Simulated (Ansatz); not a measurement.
Pyrite PtAs2 was calculated with BLYP (PAW; Ansatz, an electronic-structure program).

Input:

Ansatz 0.2 input:
```yaml
crystal:
  lattice:
    - [6.1895667015, 0.0, 0.0]
    - [0.0, 6.1895667015, 0.0]
    - [0.0, 0.0, 6.1895667015]
  atoms:
    - { symbol: As, position: [0.615648656, 0.884351344, 0.115648656] }
    - { symbol: As, position: [0.115648656, 0.615648656, 0.884351344] }
    - { symbol: As, position: [0.615648656, 0.615648656, 0.615648656] }
    - { symbol: As, position: [0.384351344, 0.384351344, 0.384351344] }
    - { symbol: As, position: [0.884351344, 0.115648656, 0.615648656] }
    - { symbol: As, position: [0.884351344, 0.384351344, 0.115648656] }
    - { symbol: As, position: [0.115648656, 0.884351344, 0.384351344] }
    - { symbol: As, position: [0.384351344, 0.115648656, 0.884351344] }
    - { symbol: Pt, position: [0.0, 0.5, 0.5] }
    - { symbol: Pt, position: [0.5, 0.0, 0.5] }
    - { symbol: Pt, position: [0.0, 0.0, 0.0] }
    - { symbol: Pt, position: [0.5, 0.5, 0.0] }
basis:
  ecutwfc: 520
  ecutrho_ratio: 4
  xc_grid: 2
kpoints:
  mp_grid: { grid: [6, 6, 6] }
  band_path:
    path:
      - [0.0, 0.0, 0.0]
      - [0.0, 0.125, 0.0]
      - [0.0, 0.25, 0.0]
      - [0.0, 0.375, 0.0]
      - [0.0, 0.5, 0.0]
      - [0.125, 0.5, 0.0]
      - [0.25, 0.5, 0.0]
      - [0.375, 0.5, 0.0]
      - [0.5, 0.5, 0.0]
      - [0.416667, 0.416667, 0.0]
      - [0.333333, 0.333333, 0.0]
      - [0.25, 0.25, 0.0]
      - [0.166667, 0.166667, 0.0]
      - [0.083333, 0.083333, 0.0]
      - [0.0625, 0.0625, 0.0625]
      - [0.125, 0.125, 0.125]
      - [0.1875, 0.1875, 0.1875]
      - [0.25, 0.25, 0.25]
      - [0.3125, 0.3125, 0.3125]
      - [0.375, 0.375, 0.375]
      - [0.4375, 0.4375, 0.4375]
      - [0.5, 0.5, 0.5]
      - [0.416667, 0.5, 0.416667]
      - [0.333333, 0.5, 0.333333]
      - [0.25, 0.5, 0.25]
      - [0.166667, 0.5, 0.166667]
      - [0.083333, 0.5, 0.083333]
      - [0.5, 0.5, 0.375]
      - [0.5, 0.5, 0.25]
      - [0.5, 0.5, 0.125]
      - [0.5, 0.375, 0.0]
      - [0.5, 0.25, 0.0]
      - [0.5, 0.125, 0.0]
      - [0.5, 0.0, 0.0]
    npoints: 1
hamiltonian:
  xc: blyp
  dispersion: none
  pseudopotentials: { kind: paw }
scf:
  occupations: { method: fermi_dirac, width: 0.01 }
  convergence: { dr2_threshold: 0.0000000012 }
output:
  forces: true
  stress: true
  eigenvalues: true
  write_bands: true
```

Output (set-up and result lines):

```
Crystal: 12 atoms, lattice volume = 237.127 Å³
Basis set: ecut = 520 eV, 6403 PW (Γ), exchange–correlation on 96×96×96 points (8 copies of the dense FFT grid, shifted against one another)
Bands: 116, of which v1, the nominal top of the filled ones, is band 96 counted from 1 (95 counted from 0)
Symmetry: 24 space group operations
Space group: Pa-3 (ITA 205), of the structure as read, at distance tolerance 6.2e-5 Å
k-points: 24 of 216
Functional: x = b88, c = lyp
SCF iter   1: F=—  HF=-89135.621988 eV  |F-HF|=—  |Δ(HF+E_count)|=         —  Δρ=7.96e-3  dr2=1.74e-1
SCF iter   2: F=—  HF=-89135.585996 eV  |F-HF|=—  |Δ(HF+E_count)|=   3.60e-2  Δρ=4.78e-3  dr2=7.04e-2
  ...
SCF iter   8: F=—  HF=-89135.562062 eV  |F-HF|=—  |Δ(HF+E_count)|=   1.96e-8  Δρ=6.93e-7  dr2=1.24e-9
SCF iter   9: F=-89135.562062 eV  HF=-89135.562062 eV  |F-HF|=1.46e-11  |Δ(HF+E_count)|=   1.40e-9  Δρ=1.25e-7  dr2=2.61e-11
SCF 1 converged in 9 iterations: F = -89135.562062 eV  dr2 = 2.61e-11
SCF converged after 9 iterations
Free energy (F): -89135.562062 eV
Internal energy: -89135.561355 eV  (E = F + TS)
E sigma→0 (E₀):  -89135.561708 eV
Fermi energy:    13.569585 eV
--- Stress (GPa, compression-positive) ---
        0.010725      -0.000000       0.000000
       -0.000000       0.010725       0.000000
        0.000000       0.000000       0.010725
  P = ⅓ Tr σ = 0.0107 GPa (0.107 kbar)
```

The PAW data were made under PBE.

Note: the cell is over a tenth larger than the published one: the level's own overestimate first of all, though another phase or state, or a fault of the published cell, is possible.
